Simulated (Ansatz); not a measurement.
## Bi, response to strain

Take Bi in the A7 type structure (space group R-3m, No. 166; a = 4.521 Å, c = 12.028 Å (hexagonal axes); layered) as the base. Axes: x lies along a and z along c of the hexagonal cell.

Strains are applied to the cell and any free atomic positions relax; under biaxial strain the out-of-plane vector relaxes too.

Computed with r2SCAN+rVV10 in Ansatz (plane waves to 500 eV, PAW, without spin-orbit coupling).

Notes on the quantities. energy relative to the base: free energy F; pressure: mean of the normal stresses, compression positive.

```csv
case,energy relative to the base,shortest interatomic distance,pressure
base,0 meV/atom,3.068 Å,0.0 GPa
"biaxial strain +0.33 %, plane normal [001], relaxed out of plane",+0.2 meV/atom,3.072 Å,-0.2 GPa
isotropic strain +5.10 %,+81 meV/atom,3.142 Å,-3.9 GPa
uniaxial strain ε_xx = −3.93 %,+14 meV/atom,3.040 Å,…
uniaxial strain ε_yy = −1.05 %,+1.0 meV/atom,3.059 Å,…
uniaxial strain ε_yy = +0.83 %,+0.6 meV/atom,3.072 Å,…
```

**Question.** Fill in the withheld entries from the trend.

**Answer.** 
- uniaxial strain ε_xx = −3.93 %, pressure: 1.9 GPa
- uniaxial strain ε_yy = −1.05 %, pressure: 0.5 GPa
- uniaxial strain ε_yy = +0.83 %, pressure: -0.3 GPa

Whether these cells are dynamically stable was not tested.

Ansatz is a program for electronic structure.
